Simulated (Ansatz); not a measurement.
RuSb₂ (Pnnm, No. 58) was calculated with r²SCAN+SOC (Ansatz, an electronic-structure program, plane waves, PAW).

Run with plane-wave cutoff 560 eV, 10×8×18 k mesh (along the axes of the cell as run), Fermi–Dirac smearing 0.05 eV, PAW data made under PBE.

Cell (measured lattice):

```yaml
crystal:
  lattice:
    - [5.95140, 0.00000, 0.00000]
    - [0.00000, 6.67430, 0.00000]
    - [0.00000, 0.00000, 3.17900]
  atoms:
    - { symbol: Ru, position: [0.00000, 0.00000, 0.00000] }
    - { symbol: Ru, position: [0.50000, 0.50000, 0.50000] }
    - { symbol: Sb, position: [0.18120, 0.35900, 0.00000] }
    - { symbol: Sb, position: [0.81880, 0.64100, 0.00000] }
    - { symbol: Sb, position: [0.68120, 0.14100, 0.50000] }
    - { symbol: Sb, position: [0.31880, 0.85900, 0.50000] }
```

**Question.** Estimate the band gap and Γ–Γ gap that the calculation returns.

**Answer.** 
band gap: 0.19 eV (on the SCF k mesh)
Γ–Γ gap: 2.61 eV

Measured, for comparison: band gap 0.29 eV (temperature not stated, no zero-point or thermal correction, indirect, transport; as tabulated in Tomczak (2018), arXiv:1802.07220).

Note: cell and atoms aren't relaxed at this level (largest force component 0.05 eV/Å, pressure 2.8 GPa).
